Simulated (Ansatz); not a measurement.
# Carrier properties of C under load (space group P6_3/mmc)

Here is the system:

```
C
1.0
    2.52038     0.00000     0.00000
   -1.26019     2.18271     0.00000
    0.00000     0.00000     4.19605
C
4
Cartesian
  0.00000   1.45514   0.00083
  1.26019   0.72757   2.09885
  0.00000   1.45514   1.57269
  1.26019   0.72757   3.67072
```

Computed with PBE, rigid bands (plane waves, PAW, scalar-relativistic; Ansatz, a first-principles code). Condition of this run: hydrostatic pressure of -11 GPa (compression positive) (the target of the relaxation). Geometry: cell and atoms relaxed with PBEsol, then loaded as said.

- band gap = 3.40 eV
- electron conductivity mass (300 K, dilute) = 0.48 (x), 0.48 (y), 0.28 (z) mₑ
- hole conductivity mass (300 K, dilute) = 0.47 (x), 0.47 (y), 0.71 (z) mₑ
- effective density of states N_c (300 K) = 1.3e19 cm⁻³
- effective density of states N_v (300 K) = 2.0e19 cm⁻³
- density-of-states mass, electrons = 0.64 mₑ
- density-of-states mass, holes = 0.87 mₑ
- Seebeck coefficient, n-type 1e19 cm⁻³, 300 K = -242 μV/K
- best n-type power factor at 300 K for τ = 10 fs (best axis; densities from 1e16 to 1e21 cm⁻³ tried, whether or not they can be reached) = 7.5 μW/(cm·K²) at 3e19 cm⁻³
- Seebeck coefficient, p-type 1e19 cm⁻³, 300 K = 278 μV/K
- best p-type power factor at 300 K for τ = 10 fs (best axis; densities from 1e16 to 1e21 cm⁻³ tried, whether or not they can be reached) = 6.9 μW/(cm·K²) at 1e20 cm⁻³

Rigid bands; masses and Seebeck coefficients take one relaxation time τ for all states and one kind of carrier; polarons and phonon drag are left out. Spin-orbit coupling is left out. Geometry: cell and atoms relaxed with PBEsol.
